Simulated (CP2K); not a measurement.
Input and output of a self-consistent single point for AlSn (P-6m2, 2 atoms in the cell) (CP2K).

Computed with LDA (Pade form), GPW, DZVP-MOLOPT-SR-GTH basis, GTH-PADE potentials (GTH_POTENTIALS) (CP2K).

The change in words: lattice scaled by 0.98. Reference geometry:
```xyz
2
Lattice="4.1981 0.0000 0.0000 -2.0991 3.6357 0.0000 0.0000 0.0000 3.3068" Properties=species:S:1:pos:R:3 pbc="T T T"
Al     0.0000     0.0000     0.0000
Sn     0.0000     2.4238     1.6534
```

Reference input (self-consistent single point, DFT LDA (Pade form), GPW, DZVP-MOLOPT-SR-GTH basis, GTH-PADE potentials (GTH_POTENTIALS)): CUTOFF = 400 Ry; REL_CUTOFF = 50 Ry; SMEAR/METHOD = GAUSSIAN; SIGMA = 0.1 eV; KPOINTS/SCHEME = MONKHORST-PACK 7 7 8; GAMMA_CENTERED = T; XC_FUNCTIONAL = PADE; Al/BASIS_SET = DZVP-MOLOPT-SR-GTH-q3; Al/POTENTIAL = GTH-PADE-q3; Sn/BASIS_SET = DZVP-MOLOPT-SR-GTH-q4; Sn/POTENTIAL = GTH-PADE-q4; METHOD = GPW. This run's input differs from it in these lines:

```diff
@@ -63,4 +63,4 @@
     &CELL
-      ABC 4.19811000 4.19811008 3.30685000
-      ALPHA_BETA_GAMMA 90.00000000 90.00000000 119.99999937
+      ABC 4.11414800 4.11414827 3.24071300
+      ALPHA_BETA_GAMMA 90.00000000 90.00000000 119.99999779
       PERIODIC XYZ
```

The program printed (abridged):

```
 SCF WAVEFUNCTION OPTIMIZATION

  Step     Update method      Time    Convergence         Total energy    Change
     1 NoMix/Diag. 0.20E+00      -     0.89947638        -5.8030475305 -5.80E+00
     2 Broy./Diag. 0.20E+00      -     0.01370385        -5.7329044346  7.01E-02
     3 Broy./Diag. 0.20E+00      -     0.04444369        -5.6616271260  7.13E-02
     4 Broy./Diag. 0.20E+00      -     0.00533453        -5.6525286811  9.10E-03
     5 Broy./Diag. 0.20E+00      -     0.00251142        -5.6484829604  4.05E-03
     6 Broy./Diag. 0.20E+00      -     0.00014992        -5.6481299060  3.53E-04
     7 Broy./Diag. 0.20E+00      -     0.00010250        -5.6479131370  2.17E-04
     8 Broy./Diag. 0.20E+00      -     0.00000458        -5.6479064869  6.65E-06
     9 Broy./Diag. 0.20E+00      -     0.00000361        -5.6479102221 -3.74E-06
    10 Broy./Diag. 0.20E+00      -     0.00000052        -5.6479132783 -3.06E-06
  *** SCF run converged in    10 steps ***

  Overlap energy of the core charge distribution:               0.00000000000976
  Self energy of the core charge distribution:                -13.10225396503467
  Core Hamiltonian energy:                                      2.69829610886369
  Hartree energy:                                               6.57573917627956
  Exchange-correlation energy:                                 -1.81962428419454
  Smearing free energy correction:                             -0.00007031517100
  Fermi energy:                                                 0.17450744605178

  Total energy:                                                -5.64791327828812
  Total energy (extrapolated to sigma->0):                     -5.64787812070262

   [... lines left out ...]

 STRESS| Analytical stress tensor [bar]
 STRESS|                        x                   y                   z
 STRESS|      x       -4.67332707764E+03  -2.66104486739E-01  -3.78146394339E-10
 STRESS|      y       -2.66104486739E-01  -4.67366833426E+03  -3.74663010914E-10
 STRESS|      z       -3.78146394339E-10  -3.74663010914E-10   1.79072163750E+03
 STRESS| 1/3 Trace                                            -2.51875792480E+03
```

The run converged in 10 iterations. Against the reference run the free energy falls by 17.2 meV/atom and the pressure goes from -3.29 to -0.25 GPa.

The starting cell comes from a database of computed structures (which also holds hypothetical and non-ambient phases and stackings), without a prior relaxation at this level. For this run, on top of that: lattice scaled by 0.98. Values carry the incompleteness of an atom-centred basis.
